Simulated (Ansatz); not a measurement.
**Response to strain in KF**

Take KF in the rock salt structure (space group Fm-3m, No. 225; a = 5.3068 Å) as the base. Axes: x, y, z lie along the cube axes.

Strains are applied to the cell and any free atomic positions relax; under biaxial strain the out-of-plane vector relaxes too.

Level of theory: PBEsol/PAW in Ansatz (a first-principles code), spin-orbit coupling left out.

Candidates:
(a) biaxial strain −1.25 %, plane normal [111], relaxed out of plane
(b) biaxial strain −1.67 %, plane normal [111], relaxed out of plane
(c) biaxial strain +2.08 %, plane normal [111], relaxed out of plane

Notes on the quantities. in-plane stress: mean in-plane stress (compression positive).

Order them by in-plane stress, lowest first.

(c) biaxial strain +2.08 %, plane normal [111], relaxed out of plane (-1.0 GPa), (a) biaxial strain −1.25 %, plane normal [111], relaxed out of plane (+0.7 GPa), (b) biaxial strain −1.67 %, plane normal [111], relaxed out of plane (+0.9 GPa)

Stability against distortions was not tested.
